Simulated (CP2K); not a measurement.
**How far to go with the k-point mesh: the (001) slab of Al (cut from a parent of space group no. 225; 4 atoms in the cell)**

```yaml
crystal:
  lattice:
    - [2.87237, 0.00000, 0.00000]
    - [-2.87237, 2.87237, 0.00000]
    - [0.00000, 0.00000, 20.09331]
  atoms:
    - { symbol: Al, position: [0.00000, 0.00000, 0.44946] }
    - { symbol: Al, position: [0.00000, 0.50000, 0.34837] }
    - { symbol: Al, position: [0.00000, 0.00000, 0.65163] }
    - { symbol: Al, position: [0.00000, 0.50000, 0.55054] }
```

Method of the run: CP2K with PBEsol, GPW, DZVP-MOLOPT-SR-GTH basis, GTH-PBE potentials (GTH_POTENTIALS).

Base settings: CUTOFF = 400 Ry; REL_CUTOFF = 50 Ry; SMEAR/METHOD = GAUSSIAN; SIGMA = 0.1 eV; KPOINTS/SCHEME = MONKHORST-PACK 7 7 1; XC_FUNCTIONAL = PBE:PBESOL; Al/BASIS_SET = DZVP-MOLOPT-SR-GTH; Al/POTENTIAL = GTH-PBE-q3; METHOD = GPW; EPS_DEFAULT = 1e-10.

Moved along: GAMMA_CENTERED.

Only quantities that move along the ladder and can be compared are tabulated.

The starting cell has typed, rounded lattice constants, without a prior relaxation at this level. The slab is cut from that crystal, and its faces are unrelaxed. Its lattice was rescaled by up to half a per cent. Values carry the incompleteness of an atom-centred basis. The potentials were made for another functional than the one used.

| KPOINTS/SCHEME | free energy less the last step's (meV/atom) | largest difference of a force vector from the last step's (eV/Å) |
|---|---|---|
| MONKHORST-PACK 3 3 1 | 282.79 | 0.698 |
| MONKHORST-PACK 4 4 1 | 81.41 | 0.716 |
| MONKHORST-PACK 5 5 1 | -21.01 | 0.374 |
| MONKHORST-PACK 6 6 1 | -18.86 | 0.293 |
| MONKHORST-PACK 7 7 1 | -2.76 | 0.174 |
| MONKHORST-PACK 9 9 1 | 9.78 | 0.117 |
| MONKHORST-PACK 10 10 1 | 9.03 | 0.151 |
| MONKHORST-PACK 12 12 1 | -3.08 | 0.109 |
| MONKHORST-PACK 14 14 1 | 8.11 | 0.087 |
| MONKHORST-PACK 16 16 1 | -3.56 | 0.066 |
| MONKHORST-PACK 19 19 1 | -0.20 | 0.088 |
| MONKHORST-PACK 22 22 1 | 2.78 | 0.025 |
| MONKHORST-PACK 26 26 1 | -0.11 | 0.028 |
| MONKHORST-PACK 30 30 1 | -0.07 | 0.031 |
| MONKHORST-PACK 35 35 1 | -0.38 | 0.020 |
| MONKHORST-PACK 41 41 1 | 0.00 | 0.000 |

Coarsest KPOINTS/SCHEME that holds the forces within 0.01 eV/Å: not settled: the last two steps still differ by 0.020 eV/Å, over half the tolerance, so the ladder does not show it.

Coarsest KPOINTS/SCHEME that holds the free energy within 5 meV/atom of the last step, with all finer ones: MONKHORST-PACK 16 16 1; the step before is off by 8.1 meV/atom.

Two neighbours can agree and both be off: MONKHORST-PACK 9 9 1 and MONKHORST-PACK 10 10 1 differ by 0.74 meV/atom in the free energy, yet lie about 9.0 meV/atom from the last step.
